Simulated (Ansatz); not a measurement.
Cells marked so need not be the phases stable at ambient conditions, and some may be hypothetical.

 Where the default PAW files enter, the runs use the earlier of Ansatz's two default sets.

No gap correction and no spin-orbit coupling; mid-gap values are interpolated between computed energies.

A. CsI (Pm-3m, CsCl type, 2 atoms a cell, 50.8 Å³ an atom), along the normal of (111)
B. YAgTe2 (P-42_1m, not sure to be the ambient phase, 8 atoms a cell, 29.9 Å³ an atom), along the normal of (100)
C. KTe (P6_3/mmc, not sure to be the ambient phase, 8 atoms a cell, 42.1 Å³ an atom), along the normal of (001)
D. BaAlGeH (P3m1, not sure to be the ambient phase, 4 atoms a cell, 21.8 Å³ an atom), along the normal of (110)

Problem. Rank these by mid-gap decay constant of the slowest evanescent state (lowest first), as r2SCAN (Ansatz, an electronic-structure program) gives it.

Solution. D (0.10 1/Å), B (0.14 1/Å), C (0.18 1/Å), A (0.30 1/Å)
